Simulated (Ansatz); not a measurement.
Consider GaSb in the zinc blende structure (space group F-43m, No. 216; a = 6.049 Å).

All numbers come from LDA (Ansatz, a program for electronic structure, PAW, without spin-orbit coupling).

Strains are applied to the cell and any free atomic positions relax.

One change was made to it. Results:

```tsv
quantity	base	after
pressure	0.00 GPa	5.07 GPa
energy relative to the base (free energy F)	0 meV/atom	+30 meV/atom
```

### Question
Name the change that was made.
(A) isotropic strain −2.50 %
(B) isotropic strain −2.00 %
(C) isotropic strain +1.00 %
(D) isotropic strain +2.00 %

### Answer
A, isotropic strain −2.50 %. For comparison, the energy relative to the base in the other runs: isotropic strain +1.00 % gives +4.1 meV/atom; isotropic strain +2.00 % gives +16 meV/atom; isotropic strain −2.00 % gives +19 meV/atom.

No phonon test of stability was made. All final runs are without spin polarisation.
